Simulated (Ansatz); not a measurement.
Amorphous Si₃₀N₄₁Lu, 72 atoms at 3.20 g/cm³, one PBE-relaxed geometry, zone centre. Methods: PBE, scalar-relativistic without spin-orbit coupling (Ansatz, a program for electronic structure); r2SCAN, scalar-relativistic without spin-orbit coupling (Ansatz); HSE06, scalar-relativistic without spin-orbit coupling (Ansatz). Plane waves to 420 eV (r2SCAN 500 eV); exact exchange is cut at the cell's faces. At PBE the levels at the filled edge of the gap are localised (band-tail or defect states), and the nearest spread-out levels lie 3.1 eV apart at the zone centre. The higher rungs were started with moments on some atoms, which died out.

The cell was made by melting and quenching with the CHGNet potential and then relaxed with DFT. N atoms were pushed apart under 1.9 Å during the dynamics, to hinder bonds among them. The hot cell started wider than the set density and was brought back towards it in steps. It is the lowest in DFT energy of 2 quenches. It is a model cell: composition and starting density were chosen by hand, and all elements were melted together. No dispersion term was used. Its density started from a set value of 3.24 and ended at 3.20 g/cm³. The simulated quench (nominally 300 K/ps over its main leg) is rapid and tends to freeze in more defects than a deposited or slowly cooled glass has. A cell of this size samples the disorder only roughly. Volume and shape were free in the relaxation.

The relaxation ran on the zone centre alone. At PBE the level gap is 2.41 eV on a 2×2×2 Γ-centred mesh, and the spacing at the zone centre alone 2.44 eV.

### Question
What zone-centre spacing does r2SCAN give, roughly?

### Answer
2.85 eV (+0.42 eV against PBE).

### Question
What zone-centre spacing does HSE06 give, roughly?

### Answer
3.71 eV (+1.27 eV against PBE).

The highest filled and the lowest empty state spread over these numbers of atoms (participation numbers): PBE: 3.3 and 51.1; r2SCAN: 3.2 and 51.1; HSE06: 3.1 and 50.7.
